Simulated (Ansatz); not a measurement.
Candidates (primitive cells; geometry: cell and atoms relaxed with PBEsol):
A. KMgH3 (Pm-3m), a = 3.976 Å, b = 3.976 Å, c = 3.976 Å, α = 90.00°, β = 90.00°, γ = 90.00°
B. GaAs (F-43m), a = b = c = 4.001 Å, α = β = γ = 60.00°
C. CdSe (F-43m), a = 4.3002 Å, b = 4.3002 Å, c = 4.3002 Å, α = 60.00°, β = 60.00°, γ = 60.00°
D. Rb₂TiCl₆ (Fm-3m), a = b = c = 7.0028 Å, α = β = γ = 60.00°
E. BN (F-43m), a = b = c = 2.550 Å, α = β = γ = 60.00°

Problem. Order them by Seebeck coefficient, n-type 1e19 cm⁻³ (lowest first) at the level Ansatz (an electronic-structure program) with PBEsol, rigid bands.

Solution. D (-547 μV/K), E (-283 μV/K), A (-174 μV/K), C (-47 μV/K), B (-33 μV/K)

Seebeck coefficients are for the stated density at 300 K, with one relaxation time for all states and whether or not that doping can be reached. Spin-orbit coupling is left out.

Formula and space group known from diffraction (Crystallography Open Database), not checked to be the room-temperature form: KMgH3 (Pm-3m), Rb2TiCl6 (Fm-3m).
